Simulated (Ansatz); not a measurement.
```yaml
crystal:
  lattice:
    - [3.19044, 0.02149, -0.02308]
    - [-1.57661, 2.78259, 0.00354]
    - [-0.03758, -0.01503, 5.20281]
  atoms:
    - { symbol: Ga, position: [0.66587, 0.33250, 0.00132] }
    - { symbol: Ga, position: [0.33202, 0.66675, 0.50130] }
    - { symbol: N, position: [0.66891, 0.33155, 0.62391] }
    - { symbol: N, position: [0.33320, 0.66920, 0.12387] }
```

No spin polarisation.

The values are results of Kohn–Sham DFT with the r2SCAN functional, run in Ansatz (a first-principles code) with PAW and 500 eV plane waves, no spin-orbit coupling, not measurements. Settings: 12×12×7 k-points, 0.05 eV Fermi–Dirac smearing.

Q: What stress (xx, yy, zz, yz, xz, xy; compression positive) does the calculation give?

A: (-2.80, -5.27, -2.81, 0.60, 1.40, -1.51) GPa.

Q: What is the computed gap character?

A: Direct at Γ.

Q: What electron mass does the calculation give?

A: 0.16 mₑ along z, 0.18 mₑ across (at Γ).

The cells carry an imposed strain or load. Effective masses come from finite differences of ±0.01 Å⁻¹. Stability against distortions was not tested. The cell was made from GaN in the wurtzite structure (space group P6_3mc, No. 186) by this change: strain tensor (xx, yy, zz, yz, xz, xy) = (+0.23, +1.33, +0.37, −0.29, −0.73, +0.68) %.
